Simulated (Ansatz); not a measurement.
# ZnS (space group P4_2/mnm, No. 136; a hypothetical phase, not in the database extracts checked)

```
ZnS
1.0
    6.51791     0.00000     0.00000
    0.00000     6.51791     0.00000
    0.00000     0.00000     3.80804
Zn S
4 4
Direct
  0.32527   0.67473   0.00000
  0.67473   0.32527   0.00000
  0.82527   0.82527   0.50000
  0.17473   0.17473   0.50000
  0.31354   0.31354   0.00000
  0.68646   0.68646   0.00000
  0.18646   0.81354   0.50000
  0.81354   0.18646   0.50000
```

Level of theory: PBEsol (Ansatz, a program for electronic structure, PAW, no SOC). Γ-centred 5×5×9 mesh, Fermi–Dirac width 0.05 eV.

```json
{
 "volume_per_atom": "20.22 Å³",
 "density": "4.00 g/cm³",
 "band_gap": "2.24 eV, direct at Γ",
 "electron_mass": "0.17 mₑ along c, 0.19 mₑ across",
 "total_energy": "-2083.669 eV/atom (σ→0; compares only within this code and set-up)"
}
```

Effective masses come from finite differences of ±0.01 Å⁻¹. Stability against distortions was not tested.
